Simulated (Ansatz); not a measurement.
Start from MgS in the rock salt structure (space group Fm-3m, No. 225; a = 5.1292 Å). Axes: x, y, z lie along the cube axes.

Method: plane-wave PAW DFT at the LDA level (Ansatz, an electronic-structure program, 420 eV), no spin-orbit coupling.

Strains are applied to the cell and any free atomic positions relax.

One change was made to it. Results:

The electron mass goes from 0.53 mₑ along k, 0.28 mₑ across (at X) to 0.51 mₑ along k, 0.29 mₑ across (at X); the band gap shrinks by 0.06 eV to 2.59 eV; the pressure (mean of the normal stresses, compression positive) goes from zero to 1.82 GPa; the energy rises by 3.7 meV/atom; the valence-band top at Γ (three highest levels, from the VBM) becomes 0.00, 0.00, -0.09 eV (base: 0.00, 0.00, 0.00 eV).

Problem. Which change produced these results?
(A) uniaxial strain ε_zz = −2.50 %
(B) uniaxial strain ε_zz = +1.50 %
(C) uniaxial strain ε_zz = −2.00 %
(D) uniaxial strain ε_zz = +2.00 %

Solution. C, uniaxial strain ε_zz = −2.00 %. For comparison, the valence-band top at Γ in the other runs: uniaxial strain ε_zz = +2.00 % gives 0.00, -0.08, -0.08 eV; uniaxial strain ε_zz = +1.50 % gives 0.00, -0.06, -0.06 eV; uniaxial strain ε_zz = −2.50 % gives 0.00, 0.00, -0.12 eV.

Masses are band curvatures over ±0.01 Å⁻¹ around the edge. Along k means along the line from Γ to the band edge. No phonon test of stability was made.
